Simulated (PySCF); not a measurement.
PySCF 2.14.0, B3LYP/def2-svp, df: C[N]C(=O)N(C)C, charge -1, multiplicity 1, 16 atoms. The geometry is a generated start, not checked to be a minimum at this level.

* **task**: energy
* **method**: b3lyp
* **basis**: def2-svp
* **two-electron scheme**: density fitting
* **mol.max_memory**: 3000 MB
* **mf.max_cycle**: 100
* **mf.init_guess**: minao (default)
* **mf.DIIS**: CDIIS (default)
* **mf.conv_tol**: 1e-09 (default)
* **mf.grids.level**: 3 (default)
* **basis functions**: 143
* **grid points**: 186632

```xyz
16

C      2.6850     0.3385    -0.0141
N      1.2795     0.5912    -0.1610
C      0.4958    -0.3136     0.3619
O      0.7771    -1.3777     0.9508
N     -0.9084     0.0234     0.2673
C     -1.3101     1.0496    -0.6465
C     -1.8316    -1.0588     0.4178
H      3.0837     0.7598     0.9259
H      2.9308    -0.7373    -0.0114
H      3.2237     0.8149    -0.8425
H     -0.4412     1.6830    -0.8078
H     -1.6495     0.6424    -1.6177
H     -2.1362     1.6348    -0.2205
H     -2.1787    -1.4630    -0.5537
H     -2.7175    -0.7434     0.9896
H     -1.3025    -1.8437     0.9621
```

Charge -1 and multiplicity 1 are set for this test and not shown to be the ground state.

One run each on 2 threads, 1 BLAS thread. Values of diis_space tried: 3, 5, 8 (default), 12, 20.

Question: How does the count of Fock builds change with diis_space, and where is it least?

Answer: Fewest Fock builds, within one of each other: 8 (default) with 13, 12 with 13, 20 with 13. The count rises to 23 at 3. All converge to one solution.

```json
[
 {"diis_space": "3", "Fock builds": "23", "end": "same solution"},
 {"diis_space": "5", "Fock builds": "15", "end": "same solution"},
 {"diis_space": "8 (default)", "Fock builds": "13", "end": "same solution"},
 {"diis_space": "12", "Fock builds": "13", "end": "same solution"},
 {"diis_space": "20", "Fock builds": "13", "end": "same solution"}
]
```
